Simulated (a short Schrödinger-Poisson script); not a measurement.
System: MOS inversion layer, SiO2 on p-type Ge(100), at 400 K.

| layer | material | thickness (nm) | Na (cm⁻³) |
|---|---|---|---|
| 1 | SiO2 | 2.7 | - |
| 2 | Ge | 1700 | 6.2e16 |

Constants are typed, rounded textbook-type inputs, not results; the design itself was drawn at random and stands for no fabricated device. SiO2: permittivity 3.9, conduction-band edge (eV) 3.1, gap (eV) 9, electron mass (mₑ) 0.5. Ge: permittivity 16, conduction-band edge (eV) 0, gap (eV) 0.664, Nv at 300 K (cm⁻³) 6e18.

Channel valleys (confinement mass, in-plane density-of-states mass, number): L4 0.12, 0.295, 4. At the gate the conduction-band edge of layer 1 lies 3.25 eV − eVg above the Fermi level of the channel; the field vanishes at the back. Gaps are held at their typed values at every temperature. Mesh 0.03 nm at interfaces.

From a short Schrödinger-Poisson script (our own, NumPy): 1D Poisson equation in equilibrium, electrons quantum, Hartree (BenDaniel-Duke, 12 states a valley, the channel's in-plane mass for all, wave functions ending at the dielectric), parabolic valleys, classical holes, full ionisation, no traps, pinning or gate leakage.

The same stack at other levels of the model or other numerical settings:

| run | sheet density of all electrons at Vg = 1.7 V (cm⁻²) | sheet density of all electrons at Vg = 0.5 V (cm⁻²) | capacitance at Vg = 1.7 V (μF/cm²) | centroid of the channel electrons at Vg = 1.7 V (nm) | rough cost against the base |
|---|---|---|---|---|---|
| base | 9.27e12 | 1.78e12 | 1.06 | 3.62 | about 1 |
| electrons treated as classical, Boltzmann | ___ | 2.21e12 | 1.22 | 1.44 | 0.04 |
| electrons treated as classical, Fermi-Dirac | 1.06e13 | 2.18e12 | ___ | 1.83 | 0.3 |
| mesh six times as coarse | 9.27e12 | 1.78e12 | 1.06 | 3.62 | 0.3 |
| one subband a valley | 9.22e12 | ___ | 1.06 | 3.21 | 0.6 |

Question: Some entries are withheld; supply them.

Answer: 
- one subband a valley, sheet density of all electrons at Vg = 0.5 V (cm⁻²): 1.72e12
- electrons treated as classical, Boltzmann, sheet density of all electrons at Vg = 1.7 V (cm⁻²): 1.10e13
- electrons treated as classical, Fermi-Dirac, capacitance at Vg = 1.7 V (μF/cm²): 1.16

The classical rows ignore confinement, and Boltzmann statistics overrate the density once the band edge passes the Fermi level.

Only the L valleys are kept; under strong confinement the Δ valleys of Ge fill too.
